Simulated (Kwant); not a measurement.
System: GaN/Al0.2Ga0.8N stack with 1 barrier. One parabolic valley. Leads of mass 0.2 mₑ with the band edge at 0; grid 0.1 nm; bias swept from 0.014 to 0.43979 V, dropping linearly over the stack. Emitter Fermi level 0.052 eV, 77 K, equal in the collector.

```
layer  thickness (nm)  band offset (eV)  mass (mₑ)
-----  --------------  ----------------  ---------
1                 2.6              0.35       0.22
```

Constants are typed, rounded textbook-type inputs, not results; the design itself was drawn at random and stands for no fabricated device.

Kwant, one-band effective-mass tight-binding model in one dimension, coherent, no space charge, current by the Tsu-Esaki formula.

Sweep values stay those of the base run.

Base results: J (A/cm²) at bias = 0.4398 V 93900; J (A/cm²) at bias = 0.1086 V 12200; J (A/cm²) at bias = 0.3215 V 47300; J (A/cm²) at bias = 0.2269 V 26900.

**Question.** What follows from this one change: Fermi level in the emitter 0.052 → 0.026 eV?

**Answer.** J at bias = 0.4398 V 93900 → 19100 A/cm²; J at bias = 0.1086 V 12200 → 2450 A/cm²; J at bias = 0.3215 V 47300 → 9630 A/cm²; J at bias = 0.2269 V 26900 → 5470 A/cm².

**Question.** What follows from this one change: mass in the first barrier 0.22 → 0.29 mₑ?

**Answer.** J at bias = 0.4398 V 93900 → 50600 A/cm²; J at bias = 0.1086 V 12200 → 5350 A/cm²; J at bias = 0.3215 V 47300 → 22700 A/cm²; J at bias = 0.2269 V 26900 → 12200 A/cm².

**Question.** What follows from this one change: temperature 77 → 4 K?

**Answer.** J at bias = 0.4398 V 93900 → 82700 A/cm²; J at bias = 0.1086 V 12200 → 10700 A/cm²; J at bias = 0.3215 V 47300 → 41700 A/cm²; J at bias = 0.2269 V 26900 → 23700 A/cm².

**Question.** What follows from this one change: height of the first barrier 0.35 → 0.21 eV?

**Answer.** J at bias = 0.4398 V 93900 → 921000 A/cm²; J at bias = 0.1086 V 12200 → 114000 A/cm²; J at bias = 0.3215 V 47300 → 478000 A/cm²; J at bias = 0.2269 V 26900 → 265000 A/cm².
